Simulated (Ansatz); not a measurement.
Take CaO in the rock salt structure (space group Fm-3m, No. 225) as the base.

```
CELL_PARAMETERS angstrom
      0.00000     2.39740     2.39740
      2.39740     0.00000     2.39740
      2.39740     2.39740     0.00000
ATOMIC_POSITIONS crystal
  O  0.00000 0.00000 0.00000
  Ca 0.50000 0.50000 0.50000
```

Cartesian axes are those of the cell as printed.

All numbers come from r2SCAN, PAW, 500 eV (Ansatz, a program for electronic structure; without spin-orbit coupling).

Before the change:

- Shortest interatomic distance: 2.397 Å
- Valence-band top at Γ: 0.00, 0.00, 0.00 eV
- Band gap: 4.20 eV

The change: a free-standing slab of 3 layers (6 atoms, 2 a layer) is cut normal to the z axis, with 15 Å of vacuum and the in-plane cell held at bulk.

### Question
Predict the new shortest interatomic distance.

### Answer
The shortest interatomic distance falls by 0.0485 Å (2.397 Å → 2.349 Å).

### Question
How does this affect the valence-band top at Γ?

### Answer
The valence-band top at Γ (three highest levels, from the VBM) changes from 0.00, 0.00, 0.00 eV to 0.00, 0.00, -0.12 eV.

### Question
What does the calculation give for the band gap after the change?

### Answer
The band gap falls by 0.86 eV (4.20 eV → 3.34 eV).

### Question
What does the calculation give for the gap character after the change?

### Answer
The gap character comes out as direct at Γ.

### Question
Estimate the effect on the excess energy per area of both faces.

### Answer
The excess energy per area of both faces (slab less bulk energy over the cell's area: twice a surface energy) is 1.59 J/m².

The excess energy carries the mismatch between the slab's and the bulk's meshes. No phonon test of stability was made. k-point labels follow each cell's own Brillouin zone.
